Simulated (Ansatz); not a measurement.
Data:

End structure of the (113) surface of germanium, 1 pair of surface atoms bonded, Si on one of 4 atoms under the surface, H on every dangling bond (bottom of the slab: built like the top, H on every dangling bond, free):

```xyz
36
Lattice="8.1459 0.0000 0.0000 2.0365 6.7542 0.0000 0.0000 0.0000 30.0000" Properties=species:S:1:pos:R:3 pbc="T T T"
Ge     0.7528     0.0832     9.7470
Ge     3.2891     0.0461     9.7225
Ge     3.9918     2.3992    10.0490
Ge     8.2280     2.4459    10.0756
Ge     2.0584     3.1763    11.3760
Ge     6.0922     2.9867    11.2627
Ge     6.0505     5.4702    11.6992
Ge     2.0862     5.5998    11.7826
Ge     4.1021     6.1379    13.1054
Ge     8.1136     6.1501    12.9993
Ge     6.1058     1.8457    13.4689
Ge     2.0402     1.8554    13.4912
Ge     4.0729     2.4561    14.7829
Ge     8.1459     2.4561    14.7829
Ge     8.1459     4.9121    15.2171
Ge     4.0729     4.9121    15.2171
Ge     6.1154     5.5216    16.5297
Ge     2.0285     5.5098    16.5132
Ge     8.0976     1.2334    16.8960
Ge     4.1376     1.2222    17.0123
Si     6.1802     1.8864    18.2619
Ge     1.9897     1.7598    18.2037
Ge     2.0075     4.1767    18.6206
Ge     6.1181     4.3198    18.7099
Ge     8.2079     4.9630    19.9189
Ge     3.9882     4.8981    19.9092
Ge     1.2666     0.5105    20.2216
Ge     6.8653     0.5759    20.1958
H      2.2417     6.2219     8.4283
H      5.8179     6.2132     8.3692
H      3.9884     3.1443     8.6794
H      8.2356     3.1967     8.7095
H      8.2158     4.2679    21.3139
H      3.9827     4.1583    21.2812
H      1.7812     1.1219    21.5561
H      6.3717     1.1653    21.5474
```

Model: 36-atom slab, 13.8 Å thick at the start with caps and adatoms (thin: gaps and levels are the slab's own), 4x4x1 mesh, Fermi-Dirac 0.025 eV, dipole correction, 4 atoms held, the rest relaxed; no symmetry held; no spin, no spin-orbit, no U. It is one candidate, not shown to be the stable structure of the face.

Problem. Give the gap of the slab on its k-mesh at the level PBE (Ansatz, a first-principles code).

Solution. 0.78 eV

Problem. Predict the highest filled level below the top vacuum level from PBE.

Solution. 4.72 eV
